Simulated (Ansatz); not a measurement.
The starting structures come from a database of crystals and need not be the phases stable at ambient conditions.

 Where the default PAW files enter, the runs use the earlier of Ansatz's two default sets.

Input:

```yaml
crystal:
  lattice:
    - [4.84693, 0.00000, 0.00000]
    - [0.00000, 4.98540, 0.00000]
    - [0.00000, 0.00000, 7.08994]
  atoms:
    - { symbol: Al, position: [0.74785, 0.96949, 0.39040] }
    - { symbol: Al, position: [0.25215, 0.03051, 0.60960] }
    - { symbol: Al, position: [0.75215, 0.46949, 0.10960] }
    - { symbol: Al, position: [0.24785, 0.53051, 0.89040] }
    - { symbol: Al, position: [0.75215, 0.03051, 0.89040] }
    - { symbol: Al, position: [0.24785, 0.96949, 0.10960] }
    - { symbol: Al, position: [0.74785, 0.53051, 0.60960] }
    - { symbol: Al, position: [0.25215, 0.46949, 0.39040] }
    - { symbol: O, position: [0.89298, 0.89802, 0.65400] }
    - { symbol: O, position: [0.10702, 0.10198, 0.34600] }
    - { symbol: O, position: [0.60702, 0.39802, 0.84600] }
    - { symbol: O, position: [0.39298, 0.60198, 0.15400] }
    - { symbol: O, position: [0.60702, 0.10198, 0.15400] }
    - { symbol: O, position: [0.39298, 0.89802, 0.84600] }
    - { symbol: O, position: [0.89298, 0.60198, 0.34600] }
    - { symbol: O, position: [0.10702, 0.39802, 0.65400] }
    - { symbol: O, position: [0.95060, 0.75000, 0.00000] }
    - { symbol: O, position: [0.04940, 0.25000, 0.00000] }
    - { symbol: O, position: [0.54940, 0.25000, 0.50000] }
    - { symbol: O, position: [0.45060, 0.75000, 0.50000] }
```

Space group of this cell: Pbcn. The cell is taken as given; by r2SCAN its mean pressure is -7.5 GPa.

Level of theory: r2SCAN (plane waves, PAW; Ansatz, an electronic-structure program).

The current runs along the normal of the first two printed vectors; no spin-orbit coupling. Scaled by the factor s: the length along the current (ions clamped). The meshes follow the cell: 6×6×6 and 6×6 across at s = 0.97, 6×6×4 and 6×6 across at s = 1.00, 6×6×4 and 6×6 across at s = 1.03.

```csv
s,mean pressure (GPa),slowest mid-gap decay constant κ (1/Å)
0.97,-0.1,0.397
1.00,-7.5,0.377
1.03,-13.4,?
```

**Question.** Take the slope of the slowest mid-gap decay constant κ against ln s from the two given rows, extrapolate to s = 1.03, and say what the run there gives.

**Answer.** Slope = (0.397 − 0.377) / ln 0.97 = -0.657 1/Å. The line gives 0.377 + (-0.657) × ln 1.03 = 0.358 1/Å. The run gives 0.358 1/Å, as the line does.
